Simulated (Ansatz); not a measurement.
# Lattice parameter a of LaSnO (model structure, started from the ZrSiS type, P4/nmm, No. 129, 6 atoms in the cell) at several levels of theory

No measured value is used here.

| level (code) | value (Å) |
|---|---|
| LDA (Ansatz) | 3.807 |
| PBE (Ansatz) | 3.922 |
| PBEsol (Ansatz) | … |
| r²SCAN (Ansatz) | 3.888 |

### Question
Fill in the missing entries.

### Answer

- PBEsol (Ansatz, a quantum-chemistry and plane-wave program), value (Å): 3.851

Cutoffs differ between the levels. Ansatz's density-functional and Hartree–Fock values are scalar-relativistic unless marked +SOC, with PAW data made under PBE.

A model structure was made by putting elements into a prototype or built by hand; it is no filed structure, need not be a known phase, and can be a saddle point held by its symmetry.
